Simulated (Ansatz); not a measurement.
Pressure series in Bi

Base system: Bi (space group C2/m, No. 12; a = 7.0839 Å, b = 6.1896 Å, c = 3.3150 Å, α = γ = 90.00°, β = 117.02°; a cell from a computed database, its experimental status unchecked).

Cell and atoms are relaxed at each pressure.

Calculations: plane-wave PAW DFT at the PBEsol level (Ansatz, a first-principles code, 420 eV), spin-orbit coupling left out.

Notes on the quantities. enthalpy: H = E + PV relative to the base's energy.

```json
[
 {"case": "base", "density": "10.72 g/cm³", "enthalpy": "–", "shortest interatomic distance": "322.4 pm"},
 {"case": "pressure 0.3 GPa", "density": "10.78 g/cm³", "enthalpy": "+0.06 eV/atom", "shortest interatomic distance": "321.9 pm"},
 {"case": "pressure 0.7 GPa", "density": "10.86 g/cm³", "enthalpy": "+0.14 eV/atom", "shortest interatomic distance": "321.2 pm"},
 {"case": "pressure 1.5 GPa", "density": "11.00 g/cm³", "enthalpy": "+0.30 eV/atom", "shortest interatomic distance": "319.7 pm"},
 {"case": "pressure 3 GPa", "density": "11.26 g/cm³", "enthalpy": "+0.59 eV/atom", "shortest interatomic distance": "316.4 pm"},
 {"case": "pressure 5 GPa", "density": "11.57 g/cm³", "enthalpy": "+0.97 eV/atom", "shortest interatomic distance": "313.4 pm"},
 {"case": "pressure 7.5 GPa", "density": "12.00 g/cm³", "enthalpy": "+1.43 eV/atom", "shortest interatomic distance": "308.0 pm"},
 {"case": "pressure 10 GPa", "density": "12.35 g/cm³", "enthalpy": "+1.87 eV/atom", "shortest interatomic distance": "305.7 pm"}
]
```

Load acts through the strain it causes; cell and atoms are relaxed under it. Stability against distortions was not tested. Competing high-pressure phases were not computed. This is not the structure that Bi has at room temperature and ambient pressure.
